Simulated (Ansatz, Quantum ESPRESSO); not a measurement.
**One structure in several programs: La3InN (Pm-3m, 5 atoms in the cell)**

Self-consistent single point.

```
CELL_PARAMETERS angstrom
      5.01248     0.00000     0.00000
      0.00000     5.01248     0.00000
      0.00000     0.00000     5.01248
ATOMIC_POSITIONS crystal
  La 0.50000 0.50000 0.00000
  La 0.00000 0.50000 0.50000
  La 0.50000 0.00000 0.50000
  In 0.00000 0.00000 0.00000
  N  0.50000 0.50000 0.50000
```

Shared settings, as Ansatz (a first-principles code) writes them: kpoints.mp_grid.grid = 7 7 7; scf.occupations.method = gaussian; scf.occupations.width = 0.136 eV. Potentials and cutoffs stand in the table.

```tsv
code	model	pressure (GPa)	cutoff
Quantum ESPRESSO	PBEsol, SSSP 1.1.2 efficiency (PBE) pseudopotentials	2.66	55 Ry
Ansatz	PBEsol, PAW files made with PBE	2.29	default
```

The spread over the programs that give each value: pressure within 0.37 GPa.

Ansatz's pressure is given at a fixed set of plane waves, as the other plane-wave codes print theirs; with its correction for the finite basis it is 2.34 GPa.

The starting cell comes from a database of computed structures (which also holds hypothetical and non-ambient phases and stackings), without a prior relaxation at this level. Its lattice was rescaled by a random factor within 2.5 % of one.

Left out of this page: Elk and FLEUR (not drawn, or without a comparable value).

Keys are those of Ansatz 0.2.
